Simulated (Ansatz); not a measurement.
ZrGeSe (P4/nmm, No. 129, 6 atoms in the cell; start mp-4878) was calculated with PBEsol in Ansatz (plane waves, PAW).

Run with plane-wave cutoff 520 eV, 16×16×8 k mesh (along the axes of the cell as run), Fermi–Dirac smearing 0.05 eV, scalar-relativistic PAW data made under PBE.

Cell (relaxed at this level):

```
ZrGeSe
1.0
    3.68303     0.00000     0.00000
    0.00000     3.68303     0.00000
    0.00000     0.00000     8.25537
Zr Ge Se
2 2 2
Direct
  0.00000   0.50000   0.73675
  0.50000   0.00000   0.26325
  0.00000   0.00000   0.00000
  0.50000   0.50000   0.00000
  0.50000   0.00000   0.61998
  0.00000   0.50000   0.38002
```

Q: Estimate the bulk modulus B0 that the calculation returns.

A: 
bulk modulus B0: 118 GPa

The run finds no gap.

Note: the bulk modulus is −V dP/dV from two relaxed cells at ±2 % in volume; the relaxation could not lower the start's symmetry, so the cell can be a saddle point above a distorted one.

Computed values are for the static lattice.

A start named mp-… is a Materials Project structure, which need not be a measured phase.

Ansatz is a first-principles code.
